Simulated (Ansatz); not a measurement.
Consider ZrSi$_{2}$ (space group Cmcm, No. 63).

```
CELL_PARAMETERS angstrom
      1.85222    -7.39608     0.00000
      1.85222     7.39608     0.00000
      0.00000     0.00000     3.67894
ATOMIC_POSITIONS crystal
  Si 0.94684 0.05316 0.75000
  Si 0.05316 0.94684 0.25000
  Si 0.24979 0.75021 0.75000
  Si 0.75021 0.24979 0.25000
  Zr 0.60537 0.39463 0.75000
  Zr 0.39463 0.60537 0.25000
```

Cartesian axes are those of the cell as printed.

Calculations: Ansatz (an electronic-structure program) PBE, scalar-relativistic without spin-orbit coupling.

Before the change:

| Quantity | Result |
|---|---|
| Volume per atom | 16.80 Å³ |
| Band gap | zero |

Modification: uniaxial stress, 1 GPa compression along z; all other stress components relax to zero.

Q: What does the calculation give for the volume per atom, band gap and energy relative to the base after the change?

A: The volume per atom shrinks by 0.03 Å³ (16.80 Å³ → 16.77 Å³); the band gap stays zero; the energy hardly moves.

Without a gap, meshes like the base's 13×13×13 leave anisotropic stresses uncertain by several tenths of a GPa, and small strain energies with them. Load acts through the strain it causes; cell and atoms are relaxed under it. Beyond what the load breaks, stability against distortions was not tested. All final runs are without spin polarisation.
